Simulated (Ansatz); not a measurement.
# What Te → Se does to CdTe

The parent structure is CdTe in the zinc blende structure (space group F-43m, No. 216; a = 6.618 Å).

Now apply this change: every Te is replaced by Se, then cell and atoms are relaxed.

Computed with PBE (Ansatz, an electronic-structure program; PAW; 420 eV plane waves; scalar-relativistic without spin-orbit coupling). Settings: 9×9×9 k-points, 0.05 eV Fermi–Dirac smearing.

```json
[
 {"quantity": "volume per atom", "base": "36.23 Å³", "changed": "29.73 Å³", "shift": "-6.50 Å³"},
 {"quantity": "density", "base": "5.50 g/cm³", "changed": "5.34 g/cm³", "shift": "-0.16 g/cm³"},
 {"quantity": "lattice parameter a", "base": "661.8 pm", "changed": "619.6 pm", "shift": "-42.2 pm"},
 {"quantity": "space group", "base": "F-43m (No. 216)", "changed": "F-43m (No. 216)", "shift": "–"},
 {"quantity": "shortest interatomic distance", "base": "286.6 pm", "changed": "268.3 pm", "shift": "-18.3 pm"},
 {"quantity": "band gap", "base": "0.59 eV", "changed": "0.50 eV", "shift": "-0.09 eV"},
 {"quantity": "gap character", "base": "direct at Γ", "changed": "direct at Γ", "shift": "–"},
 {"quantity": "width of the top valence band", "base": "1.94 eV", "changed": "1.98 eV", "shift": "+0.04 eV"},
 {"quantity": "electron mass", "base": "0.053 mₑ (at Γ)", "changed": "0.052 mₑ (at Γ)", "shift": "–"},
 {"quantity": "hole mass (degenerate bands, along [100])", "base": "0.054, 0.57, 0.57 mₑ (at Γ)", "changed": "0.054, 0.73, 0.73 mₑ (at Γ)", "shift": "–"}
]
```

Final structure:

```
CdSe
1.0
    0.00000     3.09784     3.09784
    3.09784     0.00000     3.09784
    3.09784     3.09784     0.00000
Se Cd
1 1
Direct
  0.75000   0.75000   0.75000
  0.00000   0.00000   0.00000
```

Cost of the whole job for the changed cell (relaxation, final SCF and bands): about 40 core-seconds (a rough figure).

With Te present, leaving out spin-orbit coupling can change the band edges. Effective masses come from finite differences of ±0.01 Å⁻¹. Whether these cells are dynamically stable was not tested.
